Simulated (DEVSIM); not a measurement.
Structure: p-channel Si planar bulk MOSFET with SiO2, at 400 K.

```
Item                                                          Value
-----------------------  ------------------------------------------
Gate length                                                  180 nm
Source drain length                                          144 nm
Dielectric thickness                                         5.7 nm
Lateral straggle                                             8.4 nm
Underlap                                                       0 nm
Junction depth                                              46.5 nm
Substrate depth                                              434 nm
Gate work function                                          5.02 eV
Source and drain doping  9.2e19 cm⁻³, Gaussian tails under the gate
Body doping                                             2.2e17 cm⁻³
Lifetime                                                     2e-8 s
Supply                                                          1 V
```

All mobilities are scaled by 1; velocity saturation, μ/(1 + (μE/vsat)^b)^(1/b) with b = 2 for electrons and 1 for holes and E the electric field along each mesh edge, is on. Mobility is μmin + (μ − μmin)/(1 + (N/Nref)^α).

This is a model device: material constants are rounded textbook-type values typed into the input, and sizes, dopings and lifetimes were drawn at random. Values at 300 K; Nc and Nv go as T^1.5, mobilities as T to minus their exponent, the gap by Varshni's rule with the affinity fixed.

Si: gap (eV) 1.124, affinity (eV) 4.05, permittivity 11.7, Nc (cm⁻³) 2.86e19, Nv (cm⁻³) 3.1e19, μn (cm²/Vs) 1417, μp (cm²/Vs) 470, μn,min 52, μp,min 45, Nref,n 9.7e16, Nref,p 2.2e17, αn 0.68, αp 0.72, T exponent of μn 2.3, T exponent of μp 2.2, vsat,n (cm/s) 1e7, vsat,p (cm/s) 8.4e6, Varshni α (eV/K) 0.000473, Varshni β (K) 636. SiO2: gap (eV) 9, affinity (eV) 0.9, permittivity 3.9.

Model (solved in DEVSIM): 2D drift-diffusion, Boltzmann statistics, complete ionisation; no quantum confinement, tunnelling, impact ionisation, self-heating, contact resistance or fringe fields beside the gate. Metal contacts follow the ideal Schottky-Mott rule: no Fermi-level pinning, no interface dipoles.

Transfer curves, |Id| in μA/μm:

| Vg (V) | Vd = -0.05 V | Vd = -1 V |
|---|---|---|
| 0.3 | 4.230e-6 | 1.618e-5 |
| 0.25 | 1.103e-5 | 4.311e-5 |
| 0.2 | 2.939e-5 | 0.0001171 |
| 0.15 | 7.939e-5 | 0.0003217 |
| 0.1 | 0.0002167 | 0.0008907 |
| 0.05 | 0.0005954 | 0.002478 |
| 0 | 0.001643 | 0.006905 |
| -0.05 | 0.004538 | 0.01920 |
| -0.1 | 0.01249 | 0.05292 |
| -0.15 | 0.03398 | 0.1430 |
| -0.2 | 0.08992 | 0.3711 |
| -0.25 | 0.2251 | 0.8973 |
| -0.3 | 0.5116 | 1.942 |
| -0.35 | 1.017 | 3.707 |
| -0.4 | 1.749 | 6.308 |
| -0.45 | 2.651 | 9.711 |
| -0.5 | 3.663 | 13.86 |
| -0.55 | 4.732 | 18.69 |
| -0.6 | 5.832 | 24.12 |
| -0.65 | 6.944 | 30.08 |
| -0.7 | 8.058 | 36.55 |
| -0.75 | 9.170 | 43.47 |
| -0.8 | 10.27 | 50.81 |
| -0.85 | 11.37 | 58.50 |
| -0.9 | 12.46 | 66.52 |
| -0.95 | 13.53 | 74.85 |
| -1 | 14.60 | 83.47 |

Question: Work out the subthreshold swing at low drain bias from the rows at 0 and -0.05 V, and compare it with the thermal limit.

Answer: log10(0.004538/0.001643) = 0.441 over 50.0 mV, so S = 113 mV/decade. The limit kT/q ln 10 is 79.4 mV/decade; the ratio is 1.43. This is the steepest step of the table.

Question: Find both thresholds at the constant current 0.1 μA × (1 μm/L) a micrometre, and the DIBL.

Answer: The current is 0.556 μA/μm. Interpolating ln Id gives -0.306 V and -0.223 V; their difference over the 0.95 V of drain bias is 88 mV/V.

Source and drain are degenerate, where Boltzmann statistics are only rough. The electric field that drives the saturation includes the junctions' built-in field, which lowers the mobility there even at small currents: subthreshold currents come out too low, a known weakness of this choice.
